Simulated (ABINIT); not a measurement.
A self-consistent single point of CoSn (P6/mmm, 6 atoms in the cell) with ABINIT.

Level of theory: PBEsol, PAW (JTH v2.0 PBE PAW, files made for PBE) (plane waves; ABINIT).

```
CELL_PARAMETERS angstrom
      5.24761     0.00000     0.00000
     -2.62381     4.54457     0.00000
      0.00000     0.00000     4.18885
ATOMIC_POSITIONS crystal
  Co 0.00000 0.50000 0.00000
  Co 0.50000 0.00000 0.00000
  Co 0.50000 0.50000 0.00000
  Sn 0.66667 0.33333 0.50000
  Sn 0.33333 0.66667 0.50000
  Sn 0.00000 0.00000 0.00000
```

Reference input (self-consistent single point, DFT, PBE, plane waves, PAW (JTH v2.0 PBE PAW)): pseudos = [Co.GGA_PBE-JTH.xml, Sn.GGA_PBE-JTH.xml]; ecut = 816 eV; pawecutdg = 1633 eV; pawxcdev = 0; occopt = 3; tsmear = 0.1 eV; ngkpt = 6 6 7; nshiftk = 1; shiftk = 0 0 0; potentials = JTH v2.0 PBE PAW; nband = 59; kptopt = 1. This run's input differs from it in these lines:

```diff
@@ -22,2 +22,3 @@
 pawxcdev 0
+ixc -116133
 occopt 3
```

The program printed (abridged):

```
--- !BeginCycle
solver: {iscf: 17, nstep: 80, nline: 4, wfoptalg: 10, }
tolerances: {tolvrs: 1.00E-10, }
...

     iter   Etot(hartree)      deltaE(h)  residm     nres2
 ETOT  1  -642.79771405893    -6.428E+02 7.714E+00 2.458E+01
 ETOT  2  -648.15752069939    -5.360E+00 2.038E-01 6.993E+00
 ETOT  3  -648.13945659615     1.806E-02 5.073E-02 1.792E+00
 ETOT  4  -648.13818549017     1.271E-03 2.629E-02 8.133E+00
 ETOT  5  -648.13387354720     4.312E-03 1.331E-02 1.767E-01
   [... 5 lines left out ...]
 ETOT 11  -648.13396348599     5.790E-10 1.235E-03 1.386E-06
 ETOT 12  -648.13396348609    -9.402E-11 1.238E-03 4.223E-08
 ETOT 13  -648.13396348615    -6.048E-11 6.504E-04 2.085E-08
 ETOT 14  -648.13396348614     1.035E-11 6.864E-04 9.723E-11
 At SCF step   14       nres2   =  9.72E-11 < tolvrs=  1.00E-10 =>converged.

 Cartesian components of stress tensor (hartree/bohr^3)
  sigma(1 1)=  8.28601379E-05  sigma(3 2)=  0.00000000E+00
  sigma(2 2)=  8.28601377E-05  sigma(3 1)=  0.00000000E+00
  sigma(3 3)=  6.10947640E-05  sigma(2 1)=  1.59833156E-14

 ----iterations are completed or convergence reached----

 reduced coordinates (array xred) for    6 atoms
      -0.000000001458      0.499999998538      0.000000000000
       0.499999998542     -0.000000001462      0.000000000000
       0.499999998542      0.499999998538      0.000000000000
       0.666666665208      0.333333331871      0.500000000000
       0.333333331875      0.666666665205      0.500000000000
      -0.000000001458     -0.000000001462      0.000000000000
 cartesian forces (eV/Angstrom) at end:
   [... lines left out ...]
 Fermi (or HOMO) energy (hartree) =   0.36872   Average Vxc (hartree)=  -0.43087
 Fermi (or HOMO) energy (eV) =  10.03337   Average Vxc (eV)= -11.72453
   [... lines left out ...]
'-kT*entropy'       : -4.90725918369616E-03
total_energy        : -6.48133970537546E+02
total_energy_eV     : -1.76366222650031E+04
...

-Cartesian components of stress tensor (GPa)         [Pressure= -2.2244E+00 GPa]
- sigma(1 1)=  2.43782901E+00  sigma(3 2)=  0.00000000E+00
- sigma(2 2)=  2.43782901E+00  sigma(3 1)=  0.00000000E+00
- sigma(3 3)=  1.79746971E+00  sigma(2 1)=  4.70245301E-10

 Calculation completed.
```

The run converged in 14 iterations. Against the reference run the pressure goes from 3.66 to -2.22 GPa.

The starting cell comes from a database of computed structures (which also holds hypothetical and non-ambient phases and stackings), without a prior relaxation at this level. Its lattice was rescaled by a random factor within 2.5 % of one. Spin polarisation is off. The potentials were made for another functional than the one used.

Cost on one core of a shared machine: roughly 6 min.
